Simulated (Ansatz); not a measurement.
System: Sc-vacancy pair (Sc on one host Ga site, one Ga site vacant) in zinc-blende GaAs (charge state -3). The step: a nearby Ga atom hops onto the vacant site (Sc-vacancy distance between ideal sites 4.06 → 7.04 Å); the atom moves 3.86 Å along (0.48, 0.00, -0.47) of the unit cell; the moving atom starts with neighbours As at 2.46, As at 2.51, 2 As at 2.52 Å and ends with As at 2.45, 2 As at 2.51, As at 2.53 Å. DFT values are from Ansatz (plane-wave PAW, 420 eV unless said) in a cell of 64 host sites, spin-restricted, static, with no finite-size correction. The charge state is imposed; whether it is stable for some Fermi level was not computed. Forms of the defect that were not tried may lie lower. For the PBE band: the saddle point's order was not checked.

```
Level                                                                    Forward barrier (eV)  Cost of the band or of the saddle's single point
-----------------------------------------------------------------------  --------------------  ------------------------------------------------
CHGNet universal potential (has no charge state), its own band                           0.90                                                 -
PBE, one k-point at (0.250, 0.250, 0.250), band relaxed                                  1.50                       around 4 core-hours (rough)
PBE, a 2×2×2 k-point mesh shifted by half a step, same geometries                        1.56                      very roughly 11 core-minutes
r2SCAN at 500 eV, one k-point at (0.250, 0.250, 0.250), same geometries                   [?]                     around 5 core-minutes (rough)
```

Task: Complete the blanks.

Result: 
- r2SCAN at 500 eV, one k-point at (0.250, 0.250, 0.250), same geometries, Forward barrier (eV): 1.78

Ansatz is a program for electronic structure.
